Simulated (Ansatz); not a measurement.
# Re: x(Os) = 0.75, 8 atoms, Pmmn

Consider Re in the hcp (Mg type) structure (space group P6_3/mmc, No. 194; a = 2.758 Å, c = 4.463 Å).

The other end (x = 1) is Os in the hcp (Mg type) structure (space group P6_3/mmc, No. 194): 14.01 Å³/atom, gap zero.

It is then changed as follows: Os replaces 75.0 % of the Re, ordered in a cell of 8 atoms (starting symmetry Pmmn) and fully relaxed.

All numbers come from Kohn–Sham DFT with the r2SCAN functional, run in Ansatz (a program for electronic structure) with PAW and 500 eV plane waves, without spin-orbit coupling. Settings: 17×11×5 k-points, 0.05 eV Fermi–Dirac smearing, for the changed cell.

The volume per atom decreases by 0.53 Å³, from 14.70 Å³ to 14.17 Å³ and the density rises by 1.137 g/cm³ (21.04 g/cm³ → 22.17 g/cm³). The shortest interatomic distance falls by 0.061 Å (2.741 Å → 2.680 Å) and the band gap stays zero. The mixing energy comes out as -0.04 eV/atom (to 0.01 eV only: unlike meshes or grids) and the deviation of the volume from the linear (Vegard-type) interpolation comes out as -0.1 %.

These are small ordered cells, not random alloys; other orderings at the same x differ. Whether these cells are dynamically stable was not tested. The final runs are not spin-polarised.
